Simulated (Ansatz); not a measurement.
End structure of the (111)A surface of 3C silicon carbide, Si-terminated, H on every top atom (bottom of the slab: 1 H on 1 bottom site):

```yaml
crystal:
  lattice:
    - [3.09713, 0.00000, 0.00000]
    - [-1.54856, 2.68219, 0.00000]
    - [0.00000, 0.00000, 27.00000]
  atoms:
    - { symbol: C, position: [0.00000, 0.00000, 0.34132] }
    - { symbol: Si, position: [0.66667, 0.33333, 0.36474] }
    - { symbol: C, position: [0.66667, 0.33333, 0.43488] }
    - { symbol: Si, position: [0.33333, 0.66667, 0.45829] }
    - { symbol: C, position: [0.33333, 0.66667, 0.52852] }
    - { symbol: Si, position: [0.00000, 0.00000, 0.55195] }
    - { symbol: C, position: [0.00000, 0.00000, 0.62219] }
    - { symbol: Si, position: [0.66667, 0.33333, 0.64512] }
    - { symbol: H, position: [0.00000, 0.00000, 0.30048] }
    - { symbol: H, position: [0.66667, 0.33333, 0.70069] }
```

Model: 10-atom slab, 10.8 Å thick at the start with caps and adatoms (thin: gaps and levels are the slab's own), 6x6x1 mesh, Fermi-Dirac 0.025 eV, dipole correction, single point; on the structure that PBE left under its start's symmetry; no spin, no spin-orbit, no U.

Question: Give the gap of the slab on its k-mesh at the level HSE06, at the PBE geometry (Ansatz, a first-principles code).

Answer: 2.77 eV

Question: Give the highest filled level below the top vacuum level at the level HSE06, at the PBE geometry.

Answer: 6.37 eV
